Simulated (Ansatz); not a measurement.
We consider CuI (Cmcm, No. 63, 4 atoms in the cell; start mp-1007922; a measured phase of this formula has another space group), described by LDA in Ansatz (PAW).

Run with plane-wave cutoff 500 eV, 8×8×10 k mesh (along the axes of the cell as run), gaussian smearing 0.02 eV, no spin polarisation, scalar-relativistic PAW data made under PBE.

Cell (relaxed at this level):

```yaml
crystal:
  lattice:
    - [3.32998, -3.46869, 0.00000]
    - [3.32998, 3.46869, 0.00000]
    - [0.00000, 0.00000, 4.25572]
  atoms:
    - { symbol: Cu, position: [0.41482, 0.58518, 0.75000] }
    - { symbol: Cu, position: [0.58518, 0.41482, 0.25000] }
    - { symbol: I, position: [0.78407, 0.21593, 0.75000] }
    - { symbol: I, position: [0.21593, 0.78407, 0.25000] }
```

**Question.** Estimate the band gap that the calculation returns.

**Answer.** 
* **band gap**: 0.82 eV (on the SCF k mesh)

Note: the relaxation could not lower the start's symmetry, so the cell can be a saddle point above a distorted one.

Spin–orbit coupling is not included; with these elements it can move the gap by several tenths of an eV or more.

The computed numbers hold no vibrational or temperature effects.

Cost on a shared machine: roughly 3 core-minutes.

A start named mp-… is a Materials Project structure, which need not be a measured phase.

Ansatz is a program for electronic structure.
